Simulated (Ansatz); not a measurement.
The parent structure is BP in the zinc blende structure (space group F-43m, No. 216; a = 4.520 Å). Axes: x, y, z lie along the cube axes.

Now apply this change: the cell is compressed by 1.18 % along x with no lateral relaxation, atoms relaxed at fixed cell.

Levels (all Ansatz, a program for electronic structure, PAW): PBEsol (420 eV, spin-orbit coupling left out); r2SCAN (500 eV, without spin-orbit coupling).

The geometry is relaxed with PBEsol.

- PBEsol pressure = 20.5 kbar
- PBEsol lowest conduction level above the VBM at special points = M 1.02 eV; X 1.15 eV; S₀ 1.80 eV; S 1.80 eV
- PBEsol hole mass = 0.36 mₑ along x, 0.24 mₑ across (at Γ)

With r2SCAN at the same geometry, the pressure rises by 19.6 kbar (20.5 kbar → 40.1 kbar); the lowest conduction level above the VBM at special points changes from M 1.02 eV; X 1.15 eV; S₀ 1.80 eV; S 1.80 eV to M 1.28 eV; X 1.42 eV; S₀ 2.13 eV; S 2.13 eV; the hole mass changes from 0.36 mₑ along x, 0.24 mₑ across (at Γ) to 0.33 mₑ along x, 0.23 mₑ across (at Γ).

Single points use the geometry relaxed with PBEsol. Their cutoffs differ, which shifts pressures a little. The levels and masses belong to the bands next to the band gap. The cells carry an imposed strain or load. Effective masses come from finite differences of ±0.01 Å⁻¹. Stability against distortions was not tested. k-point labels follow each cell's own Brillouin zone.
